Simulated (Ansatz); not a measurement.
Partial pair distribution functions of a relaxed model of amorphous In9Ga9Zn9O36H, broadened by 0.06 Å; density 5.87 g/cm³. Calculation: PBE, scalar-relativistic without spin-orbit coupling (plane waves to 420 eV, PAW; Ansatz, a first-principles code). The usual formal charges leave 1 electrons over, so the level spacing at the Fermi energy parts defect or band states and needn't be the band gap.

A CHGNet melt-quench gave the starting glass, which DFT then relaxed. O atoms were pushed apart under 1.9 Å during the dynamics, to hinder bonds among them. The hot cell started wider than the set density and was brought back towards it in steps. It is the lowest in DFT energy of 4 quenches. It is a model cell: composition and starting density were chosen by hand, and all elements were melted together. No dispersion term was used. Its density started from a set value of 5.87 and ended at 5.87 g/cm³. The simulated quench (nominally 440 K/ps over its main leg) is rapid and tends to freeze in more defects than a deposited or slowly cooled glass has. One small periodic cell is one sample of the glass; other quenches scatter about these values. The volume was held where the preparation left it, at a PBE pressure of -0.9 GPa (tension). Stress components on the final sampling reach 2.0 GPa.

```tsv
r (Å)	g In-O	g Ga-O	g In-In	g Ga-Ga
1.65	0.00	0.01	0.00	0.00
1.75	0.00	0.68	0.00	0.00
1.85	0.00	5.20	0.00	0.00
1.95	0.11	7.97	0.00	0.00
2.05	2.05	5.32	0.00	0.00
2.15	6.88	2.26	0.00	0.00
2.25	6.82	0.48	0.00	0.00
2.35	2.74	0.32	0.00	0.00
2.45	1.62	0.19	0.00	0.00
2.55	0.41	0.01	0.00	0.00
2.65	0.19	0.00	0.00	0.00
2.75	0.18	0.00	0.00	0.06
2.85	0.09	0.00	0.00	1.32
2.95	0.16	0.01	0.03	2.07
3.05	0.25	0.11	1.04	0.65
3.15	0.18	0.16	2.73	1.03
3.25	0.07	0.17	3.47	0.20
3.35	0.33	0.34	5.50	1.16
3.45	0.43	0.56	3.02	2.97
3.55	0.50	0.64	1.20	2.72
3.65	0.74	1.02	1.14	1.83
3.75	0.91	1.31	0.21	0.73
3.85	0.83	1.70	0.00	0.52
3.95	1.11	1.50	0.08	0.41
4.05	1.02	1.37	1.28	0.54
4.15	1.19	1.38	2.49	0.05
4.25	1.44	1.13	0.72	0.22
4.35	1.44	1.25	0.23	0.81
4.45	1.16	1.23	0.51	0.57
4.55	0.96	1.15	0.09	0.29
4.65	1.01	1.39	0.40	0.85
```

Within 2.82 Å each In has 6.00 O neighbours on average.
